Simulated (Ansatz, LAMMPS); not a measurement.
Crystalline Ge, 1728 atoms, one frame of classical dynamics at 700 K, cell scaled from the potential's lattice parameter to the PBE one and held. Cell 34.56 × 34.56 × 34.56 Å, Ge1728, 1728 atoms. Prepared with Tersoff's 1989 multicomponent potential (SiCGe.tersoff) (LAMMPS): 30 ps at 700 K at fixed volume, last frame. The 60 atoms nearest one atom, with forces from Ansatz (a quantum-chemistry and plane-wave program) with PBE, support functions at accuracy medium on the grid of 370 eV on the whole cell:

```
x (Å)        y       z  Fx (eV/Å)     Fy     Fz
------  ------  ------  ---------  -----  -----
0.000    0.000   0.000      -0.62   1.51   0.40
1.633   -1.148  -1.343      -0.44  -1.52  -0.43
-1.530  -1.375   1.535       0.62  -0.68  -0.77
1.503    1.618   1.392      -0.21  -1.05   0.38
-1.508   1.682  -1.477       0.77  -1.32   0.49
0.124   -2.768  -2.802       0.79   0.99  -0.72
0.078   -2.893   2.758      -0.38   1.22   0.81
-2.833  -2.856  -0.101       0.38  -0.05   0.49
-2.808   0.203  -2.945       0.10  -0.55   0.01
-0.057   2.921   2.851       0.43   0.30   0.45
0.033    2.994  -2.785       0.27   0.18  -0.12
3.059   -2.734  -0.046      -0.45  -0.24   0.05
-2.802   3.077  -0.004      -0.28   0.74   0.65
2.936    0.048  -2.985       0.63   0.71   0.29
3.075    0.093   2.848      -1.48   0.59   0.20
-2.986  -0.032   2.961       0.88   1.26  -0.16
3.019    3.000   0.053       0.58  -1.30  -0.27
1.408   -4.161   1.281       1.43  -0.78  -0.16
-4.209  -1.246  -1.386       0.19   0.31   0.00
-1.258  -4.260  -1.544      -0.69   0.21   0.86
1.439    1.557  -4.210      -0.17  -0.32  -0.62
1.589    4.245  -1.308      -1.13   1.39  -0.92
-1.346   1.325   4.371      -0.43   0.56  -0.98
-4.216   1.618   1.512       1.09   0.57   0.52
-1.320  -1.300  -4.400      -0.63  -0.84   0.69
1.656   -1.521   4.228      -0.55   0.48   0.04
4.410   -1.249   1.437       0.99  -0.91  -0.55
4.489    1.534  -1.503      -1.26  -0.65   0.50
-1.393   4.603   1.538      -1.16  -1.51   0.61
-5.547   0.208   0.251      -1.27  -1.27  -1.36
0.075   -5.710  -0.094       0.34  -0.04   0.27
0.104    0.007   5.771       0.95  -0.44   0.22
-0.038   5.775   0.064       1.43   0.98  -0.91
0.052    0.101  -5.801       0.48   0.64   0.40
5.888    0.108  -0.073       0.51   0.10   0.57
-1.375  -4.049   4.366       0.16  -0.15   0.30
-4.217  -4.346   1.428       0.44   0.64   0.49
-4.152   1.712  -4.322      -1.20  -0.26  -0.03
1.527   -4.260  -4.290      -1.08  -0.36  -0.47
-1.377   4.419  -4.238      -0.20   0.45  -0.84
4.328   -4.331  -1.553       0.49   0.72  -0.02
4.433    1.522   4.265       0.46   0.20   1.10
1.433    4.468   4.306      -0.10  -0.13  -0.69
-4.298  -1.191   4.553      -0.34  -1.73  -0.52
4.358   -1.348  -4.470       1.01  -0.44   0.25
4.335    4.563   1.278       0.47  -0.62   1.73
-4.303   4.648  -1.318       0.03  -0.40   0.21
-5.383  -2.855  -2.836      -0.77   0.07   0.26
-5.616  -2.740   2.880       0.38  -0.96   1.09
-2.635  -5.615   2.987      -0.53  -0.50  -0.98
-2.814   2.846   5.669       0.64   0.28   0.82
-2.730  -5.809  -2.672       0.45   0.53  -1.08
2.948   -5.667   2.836      -0.75   0.62   0.58
2.918    2.897  -5.684      -0.22   0.19  -0.15
2.978    5.634  -2.937      -0.09   0.76   0.83
-5.697   2.923   2.937      -0.22   0.61   0.82
-5.697   3.154  -2.690       0.62  -1.14  -0.02
-2.750  -2.972  -5.776      -0.17   0.87   0.51
-2.814  -2.678   5.912       0.39   0.21  -0.46
2.932   -2.923  -5.756       0.28   0.47  -0.46
```
